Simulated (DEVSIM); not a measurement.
Device: Schottky contact on n-type β-Ga2O3, at 350 K.

Layer 1 from the left is β-Ga2O3, thickness (μm) 1.10, Nd (cm⁻³) 1.1e15, τn (s) 2.8e-9, τp (s) 2.8e-9.

Left contact: Schottky, work function 5.44 eV, emission velocity 3.4e6 cm/s. Right contact: ohmic. Voltage is applied to the left contact. Recombination: SRH at mid-gap, Auger. Mobility is μmin + (μ − μmin)/(1 + (N/Nref)^α).

This is a model device: material constants are rounded textbook-type values typed into the input, and sizes, dopings and lifetimes were drawn at random. Values at 300 K; Nc and Nv go as T^1.5, mobilities as T to minus their exponent, the gap by Varshni's rule with the affinity fixed.

β-Ga2O3: gap (eV) 4.8, affinity (eV) 4, permittivity 10, Nc (cm⁻³) 3.7e18, Nv (cm⁻³) 5e20, μn (cm²/Vs) 160, μp (cm²/Vs) 1, μn,min 20, μp,min 0.1, Nref,n 1e18, Nref,p 1e18, αn 0.8, αp 0.8, T exponent of μn 1.8, T exponent of μp 1.5, Cn (cm⁶/s) 1e-31, Cp (cm⁶/s) 1e-31, Varshni α (eV/K) 0.0004, Varshni β (K) 600.

Model (solved in DEVSIM): 1D drift-diffusion, Boltzmann statistics, complete ionisation; no tunnelling, impact ionisation, image-force lowering or self-heating. Metal contacts follow the ideal Schottky-Mott rule: no Fermi-level pinning, no interface dipoles.

Dark forward current:

| |V| (V) | |J| (A/cm²) |
|---|---|
| 0.15 | 2.767e-13 |
| 0.20 | 1.437e-12 |
| 0.25 | 7.425e-12 |
| 0.30 | 3.828e-11 |
| 0.35 | 1.971e-10 |
| 0.40 | 1.013e-9 |
| 0.45 | 5.197e-9 |
| 0.50 | 2.661e-8 |
| 0.55 | 1.359e-7 |
| 0.60 | 6.924e-7 |
| 0.65 | 3.514e-6 |
| 0.70 | 1.776e-5 |
| 0.75 | 8.923e-5 |
| 0.80 | 0.0004450 |
| 0.85 | 0.002197 |
| 0.90 | 0.01068 |
| 0.95 | 0.05051 |
| 1.00 | 0.2264 |
| 1.05 | 0.9002 |
| 1.10 | 2.848 |
| 1.15 | 6.728 |
| 1.20 | 12.42 |
| 1.25 | 19.39 |
| 1.30 | 27.22 |
| 1.35 | 35.59 |
| 1.40 | 44.33 |

### Question
Work out the local ideality factor n = ΔV / (kT/q · ln(J2/J1)) between the rows 0.15 and 0.20 V, 1.35 and 1.40 V.

### Answer
kT/q = 30.16 mV. From 0.15 to 0.20 V: ln(1.437e-12/2.767e-13) = 1.647, n = 1.01, near the 1 of diffusion or emission over a barrier. From 1.35 to 1.40 V: ln(44.33/35.59) = 0.220, n = 7.55; the layers' resistance at their doping, Σ W/(qμN) = 0.0052 Ω cm², would take 45 mV of this step of 50 mV.

### Question
Estimate the current at 0.50 V for emission alone, J0 = q v N_band exp(−φB/kT), and read the barrier back from the simulated current.

### Answer
φB = 1.440 eV, N_band = 4.66e18 cm⁻³, J0 = 4.67e-15 A/cm²; J = J0 (exp(qV/kT) − 1) = 7.40e-8 A/cm². The simulation gives 2.66e-8 A/cm²; the estimate lies 180 % above. Read backwards, the simulated current gives an apparent barrier of 1.471 eV. The estimate leaves out transport through the depletion region and minority injection.
